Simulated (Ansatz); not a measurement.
The reference is BeTe in the rock salt structure (space group Fm-3m, No. 225; a = 5.362 Å; a hypothetical phase, not in the database extracts checked; relaxed with 0.1 eV smearing). Axes: x, y, z lie along the cube axes.

Calculations: PBE (Ansatz, a first-principles code, PAW, scalar-relativistic without spin-orbit coupling), earlier PAW set.

Modification: uniaxial stress, 3 GPa compression along z, with the cell and atoms free to relax against it.

Task: How does this affect the mean lateral Poisson ratio and energy relative to the base?

Result: The mean lateral Poisson ratio amounts to 0.30; the energy grows by 5.1 meV/atom.

Load acts through the strain it causes; cell and atoms are relaxed under it. Stability under load was not tested beyond the relaxation. All final runs are without spin polarisation.
